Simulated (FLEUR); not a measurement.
**FLEUR run on CdO (Fm-3m, 2 atoms in the cell): self-consistent single point**

Computed with LDA (Vosko-Wilk-Nusair), all-electron FLAPW (FLEUR), scalar-relativistic valence run with FLEUR.

Input as run:

Input of the input generator:

```
CdO crystal
&input film=f /
-0.0000000000 2.3609950000 2.3609950000
2.3609950000 0.0000000000 2.3609950000
2.3609950000 2.3609950000 0.0000000000
1.8897261246
1.0 1.0 1.0

2
48 0.0000000000 0.0000000000 0.0000000000
8 0.5000000000 0.5000000000 0.5000000000

&comp jspins=1 /
&exco xctyp='vwn' /
&kpt div1=12 div2=12 div3=12 gamma=t /
&end /
```

```xml
<?xml version="1.0" encoding="UTF-8" standalone="no"?>
<fleurInput fleurInputVersion="0.39">
   <comment>
      CdO crystal                                                                                         
   </comment>
   <calculationSetup>
      <cutoffs Kmax="4.0" Gmax="16.0" GmaxXC="16.0" numbands="0"/>
      <scfLoop itmax="80" minDistance="0.00001" maxIterBroyd="15" imix="Anderson" alpha="0.05" precondParam="0.0" spinf="2.0"/>
      <coreElectrons ctail="T" frcor="F" kcrel="0" coretail_lmax="0"/>
      <xcFunctional name="vwn" relativisticCorrections="F"/>
      <magnetism jspins="1"/>
      <soc l_soc="F" theta="0.0" phi="0.0" spav="F"/>
      <expertModes spex="0" secvar="F"/>
      <geometryOptimization l_f="T" forcealpha="1.0" forcemix="BFGS" epsdisp="0.00001" epsforce="0.00001"/>
      <ldaU l_linMix="F" mixParam="0.05" spinf="1.0"/>
   </calculationSetup>
   <cell>
      <bzIntegration valenceElectrons="24.0" mode="hist" fermiSmearingEnergy="0.00183747">
         <kPointListSelection listName="default-1"/>
         <!-- k-points included here -->
         <xi:include xmlns:xi="http://www.w3.org/2001/XInclude" href="kpts.xml"> </xi:include>
      </bzIntegration>
      <!-- symmetry operations included here -->
      <xi:include xmlns:xi="http://www.w3.org/2001/XInclude" href="sym.xml"> </xi:include>
      <bulkLattice scale="1.0">
         <bravaisMatrix>
            <row-1>    0.0000000000000000     4.4616339315499767     4.4616339315499767</row-1>
            <row-2>    4.4616339315499767     0.0000000000000000     4.4616339315499767</row-2>
            <row-3>    4.4616339315499767     4.4616339315499767     0.0000000000000000</row-3>
         </bravaisMatrix>
      </bulkLattice>
   </cell>
   <atomSpecies>
      <species name="Cadmium (Cd)" element="Cd" atomicNumber="48">
         <mtSphere radius="2.61" gridPoints="919" logIncrement="0.014"/>
         <atomicCutoffs lmax="10" lnonsphr="8"/>
         <electronConfig flipSpins="F">
            <coreConfig>(1s1/2) (2s1/2) (2p1/2) (2p3/2) (3s1/2) (3p1/2) (3p3/2) (4s1/2) (3d3/2) (3d5/2)</coreConfig>
            <valenceConfig>(4p1/2) (4p3/2) (5s1/2) (4d3/2) (4d5/2)</valenceConfig>
         </electronConfig>
         <energyParameters s="5" p="5" d="4" f="4"/>
         <lo type="SCLO" l="1" n="4" eDeriv="0"/>
         <lo type="HELO" l="2" n="5" eDeriv="0"/>
      </species>
      <species name="Oxygen (O)" element="O" atomicNumber="8">
         <mtSphere radius="1.47" gridPoints="519" logIncrement="0.02"/>
         <atomicCutoffs lmax="6" lnonsphr="4"/>
         <electronConfig flipSpins="F">
            <coreConfig>(1s1/2)</coreConfig>
            <valenceConfig>(2s1/2) (2p1/2) (2p3/2)</valenceConfig>
            <stateOccupation state="(2p1/2)" spinUp="0.6666666666667" spinDown="0.6666666666667"/>
            <stateOccupation state="(2p3/2)" spinUp="1.3333333333333" spinDown="1.3333333333333"/>
         </electronConfig>
         <energyParameters s="2" p="2" d="3" f="4"/>
      </species>
   </atomSpecies>
   <atomGroups>
      <atomGroup species="Cadmium (Cd)">
         <relPos label="                   1">.0000000000 .0000000000 .0000000000</relPos>
         <force calculate="T" relaxXYZ="TTT"/>
      </atomGroup>
      <atomGroup species="Oxygen (O)">
         <relPos label="                   2">1.000/2.000 1.000/2.000 1.000/2.000</relPos>
         <force calculate="T" relaxXYZ="TTT"/>
      </atomGroup>
   </atomGroups>
   <output dos="F" band="F" slice="F">
      <checks vchk="F" cdinf="F"/>
      <bandDOS minEnergy="-.5*Htr" maxEnergy="0.5*Htr" sigma="0.015" storeEVData="T"/>
      <vacuumDOS vacdos="F" integ="F" star="F" nstars="0" locx1="0.0" locy1="0.0" locx2="0.0" locy2="0.0" nstm="0" tworkf="0.0"/>
      <unfoldingBand unfoldBand="F" supercellX="1" supercellY="1" supercellZ="1"/>
      <plotting iplot="0" polar="F">
         <plot TwoD="T" vec1="  1.0  0.0  0.0" vec2="  0.0  1.0  0.0" vec3="  0.0  0.0  1.0" zero="  0.0  0.0  0.0" file="plot"/>
      </plotting>
      <chargeDensitySlicing numkpt="0" minEigenval="0.0" maxEigenval="0.0" nnne="0" pallst="F"/>
      <specialOutput eonly="F"/>
      <magneticCircularDichroism mcd="F" energyLo="-10.0" energyUp="0.0"/>
   </output>
  <!-- We include the file relax.xml here to enable relaxations (see documentation) -->
  <xi:include xmlns:xi="http://www.w3.org/2001/XInclude" href="relax.xml"> <xi:fallback/> </xi:include>
</fleurInput>
```

Output, abridged:

```
      Welcome to FLEUR        (www.flapw.de)
      MaX-Release 8.1          (www.max-centre.eu)

 ========== k-point set info ==========
 Selected k-point list: default-1
 k-point list type: mesh
 12 x 12 x 12
 Number of k points: 72

 ------------Calculation Setup---------------------------
           1           2           3           4           6           8           9          12          18          24          36          72
 Number of basis functions:          222
 Iteration:     1   Distance:      20.79138708 me/bohr^3
 Iteration:     2   Distance:      17.32222822 me/bohr^3
 Iteration:     3   Distance:       7.58456570 me/bohr^3
 Iteration:     4   Distance:       5.97739241 me/bohr^3
 Iteration:     5   Distance:       1.49514173 me/bohr^3
 Iteration:     6   Distance:       0.47617399 me/bohr^3
   [... 4 lines left out ...]
 Iteration:    11   Distance:       0.00573673 me/bohr^3
 Iteration:    12   Distance:       0.00047367 me/bohr^3
 Iteration:    13   Distance:       0.00011357 me/bohr^3
 Iteration:    14   Distance:       0.00001464 me/bohr^3
 Iteration:    15   Distance:       0.00000127 me/bohr^3

 Run finished successfully
 Stop message:
   Structural relaxation: Done

[file out, last iteration]
             iter=     16
          p o t e n t i a l   g e n e r a t o r
[...]
          integral of pseudo charge density inside the slab=        0.000000   0.000000
     coulomb potential in the interstitial region:
          density-coulomb potential integrals
          total density-coulomb potenti    -9114.3758032873
          density-effective potential integrals for spin  1
          total density-effective poten   -9.3234989453E+03
          charge density-energy density integrals
          total charge density-energy d   -1.5776426833E+02
 Updated energy parameters for spin:           1
  Atom    1 5s branch from -3.46 to  1.13 htr. ; e_l =  0.1442
  Atom    1 5p branch from -2.03 to  1.74 htr. ; e_l =  0.3105
  Atom    1 4d branch from-14.04 to  0.07 htr. ; e_l = -0.0088
  Atom    1 4f branch from -9.99 to  2.10 htr. ; e_l =  0.6301
  Atom    1 4p branch from-21.63 to -2.03 htr. ; e_l(l -2.0413
  Atom    1-5d branch from  2.21 to  2.21 htr. ; e_l(l  2.2100
  Atom    2 2s branch from-18.21 to  0.68 htr. ; e_l = -0.4280
  Atom    2 2p branch from -9.99 to  1.07 htr. ; e_l =  0.0264
  Atom    2 3d branch from -9.99 to  5.57 htr. ; e_l =  0.3257
  Atom    2 4f branch from -9.99 to  9.68 htr. ; e_l =  0.4859
[...]
 fermi energy and band-weighting factors:
at   0.00000   0.00000   0.00000   k-weight:    0.000579
   19 eigenvalues :
   -2.034741   -2.034741   -2.034741   -0.410891   -0.026128   -0.026128   -0.026128   -0.015383
   -0.015383    0.167355    0.167355    0.167355    0.196939    0.745952    0.838587    0.838587
    0.838587    0.869684    0.869684
   [... 2 blocks of this kind left out ...]

[...]
FERMIE:
          first approx. to ef    (T=0)  :   0.218078 htr   (energy of the highest occ. eigenvalue)
          number of occ. states  (T=0)  :        865
          first approx. to seigv (T=0)  : -12.375173 htr
          sum of weights of occ. states :  12.000579
          sum of semicore charge        :   0.000000 e
FERHIS:  Fermi-Energy by histogram:
          bandgap                     :   0.009271 htr
          charge neutrality (T=0)     :   0.001157    (zero if the highest occ. eigenvalue is "entirely" occupied)
     EF_NEWTON:  Adjust Fermi-Energy by Newton-Method.
               Number of iterations needed  :   4
               The error in the weight is   : -0.24163E-10
               The error in ef is           :  0.30264E-10 htr
     -->  new fermi energy            :   0.223384 htr
          valence charge              :  24.000000 e
          actual charge blw ef-8kt    :  23.792824 e
          actual charge blw ef+8kt    :  24.000000 e
          number of occ. states       :       867
          sum of the valence weights  :   12.000000
          entropy         :   0.013879 *kb htr/K =   0.00000 htr/K
          sum of val. single particle energies:       -12.3754117549 htr
 Direct bandgap for spin            1 :    5.6196214042556231E-002  Htr
 at k-point            2  with k-vector    0.0000000000000000        0.0000000000000000        8.3333333333333329E-002
          valence density: spin= 1
[...]
     l-like charge
     atom     s        p        d        f        total
 -->  1    0.41450  6.34714  9.78987  0.06411   16.63723
 -->  2    1.47918  3.14018  0.00450  0.00057    4.62453
          total charge for spin  1=   24.000000
          interst. charge =       2.738239
          mt charge=             16.637232    4.624529
          total charge  =   24.000000
          z= 48.     r(1)=  0.684050E-05     dx= 0.014000     m.t.index= 919
               n    l     j    energy       weight
               1.   0.   0.5 -972.6119      2.0000
               2.   0.   0.5 -144.0295      2.0000
               2.   1.   0.5 -134.1342      2.0000
   [... 7 lines left out ...]
          atom type    1  (spin 1)
          kinetic energy=  0.567325858349E+04     sum of the eigenvalues= -0.334012851607E+04
          0.00023995  electrons lost from core.
          z=  8.     r(1)=  0.465615E-04     dx= 0.020000     m.t.index= 519
               n    l     j    energy       weight
               1.   0.   0.5  -18.2147      2.0000
          atom type    2  (spin 1)
          kinetic energy=  0.576671068058E+02     sum of the eigenvalues= -0.364293736706E+02
          0.00000058  electrons lost from core.
          total charge for spin  1=   56.000000
          interst. charge =       2.738478
          mt charge=             46.636992    6.624530
          total charge  =   56.000000
          zc=    56.000000     qfix=    1.000000
     t o t a l  e n e r g y
          sum of eigenvalues =             -3388.9333014962
          density-coulomb potential int    -9114.3758032873
          density-effective potential i    -9323.4989452664
          charge density-ex.-corr.energ     -157.7642683346
          el.-nucl. inter. diff. m.t.       6774.8836540483
          Madelung term for atom type:       -19.6995685828
          el.-nucl. inter. diff. m.t.         86.2165406678
          Madelung term for atom type:        -4.6416660299
 ---->    total energy=                    -5665.8279555369 htr
 ---->    (input%tkb*entropy) TS=              0.0000255020 htr
 ---->    free energy=                     -5665.8279810389 htr
      extrapolation for T->0
 ---->    total electron energy=           -5665.8279682879 htr
 ***** TOTAL FORCES ON ATOMS *****
 TOTAL FORCE FOR ATOM TYPE=  1  X=  0.000   Y=  0.000   Z=  0.000
                       FX_TOT= 0.000000 FY_TOT= 0.000000 FZ_TOT= 0.000000
 TOTAL FORCE FOR ATOM TYPE=  2  X=  4.462   Y=  4.462   Z=  4.462
                       FX_TOT= 0.000000 FY_TOT= 0.000000 FZ_TOT= 0.000000
 Structural relaxation: Done
```

The run converged in 15 iterations. FLEUR gives forces in its relaxation mode, with a further iteration, so its stop message speaks of a relaxation.

The starting cell comes from a database of computed structures (which also holds hypothetical and non-ambient phases and stackings), without a prior relaxation at this level. Values depend on the basis (sphere radii, cutoffs, local orbitals), which need not be converged. No gap is read from this output. The log's line on a gap gives a spacing of levels on this mesh, which the program prints for metals too.

Cost on one core of a shared machine: roughly 60 s.
